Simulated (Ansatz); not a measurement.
**MgS: response to strain**

Base system: MgS in the rock salt structure (space group Fm-3m, No. 225).

```yaml
crystal:
  lattice:
    - [0.00000, 2.60152, 2.60152]
    - [2.60152, 0.00000, 2.60152]
    - [2.60152, 2.60152, 0.00000]
  atoms:
    - { symbol: Mg, position: [0.00000, 0.00000, 0.00000] }
    - { symbol: S, position: [0.50000, 0.50000, 0.50000] }
```

Cartesian axes are those of the cell as printed.

Strains are applied to the cell and any free atomic positions relax.

Method: r2SCAN, PAW, 500 eV (Ansatz, a first-principles code; no spin-orbit coupling).

Candidates:
(a) uniaxial strain ε_zz = +2.50 %
(b) uniaxial strain ε_zz = +1.00 %
(c) uniaxial strain ε_zz = +3.00 %

Base values:

| Item | Value |
|---|---|
| Band gap | 3.46 eV |

Problem. Order them by band gap, highest first.

Solution. (b) uniaxial strain ε_zz = +1.00 % (3.40 eV), (a) uniaxial strain ε_zz = +2.50 % (3.30 eV), (c) uniaxial strain ε_zz = +3.00 % (3.28 eV)

Stability against distortions was not tested.
